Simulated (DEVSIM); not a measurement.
Structure: illuminated Si p-on-n cell, one wavelength, with a back-surface field, at 300 K.

Layer 1 from the left is Si, thickness (μm) 0.180, Na (cm⁻³) 3.4e18, τn (s) 0.00016, τp (s) 0.0001, absorption coefficient (cm⁻¹) 120. Layer 2 from the left is Si, thickness (μm) 86.0, Nd (cm⁻³) 4.7e15, τn (s) 0.00068, τp (s) 0.00068, absorption coefficient (cm⁻¹) 120. Layer 3 from the left is Si, thickness (μm) 0.120, Nd (cm⁻³) 3.8e18, τn (s) 0.00068, τp (s) 0.00068, absorption coefficient (cm⁻¹) 120.

Left contact: ohmic, minority electron recombination velocity 2000 cm/s. Right contact: ohmic, minority hole recombination velocity 700 cm/s. Voltage is applied to the left contact. Recombination: SRH at mid-gap, radiative, Auger. Light enters at the left, 3.6e16 photons cm⁻² s⁻¹, one pass, no reflection. Mobility is μmin + (μ − μmin)/(1 + (N/Nref)^α).

Constants are typed, rounded textbook-type inputs, not results; the design itself was drawn at random and stands for no fabricated device. Values at 300 K.

Si: gap (eV) 1.124, affinity (eV) 4.05, permittivity 11.7, Nc (cm⁻³) 2.86e19, Nv (cm⁻³) 3.1e19, μn (cm²/Vs) 1417, μp (cm²/Vs) 470, μn,min 52, μp,min 45, Nref,n 9.7e16, Nref,p 2.2e17, αn 0.68, αp 0.72, B (cm³/s) 4.7e-15, Cn (cm⁶/s) 2.8e-31, Cp (cm⁶/s) 9.9e-32.

Simulated with DEVSIM: 1D drift-diffusion, Boltzmann statistics, complete ionisation; no tunnelling, impact ionisation, image-force lowering or self-heating.

Question: What does the simulation give for the potential step across the device at zero bias, the fill factor?

Answer: potential step across the device at zero bias 1.015 V; fill factor 0.82.
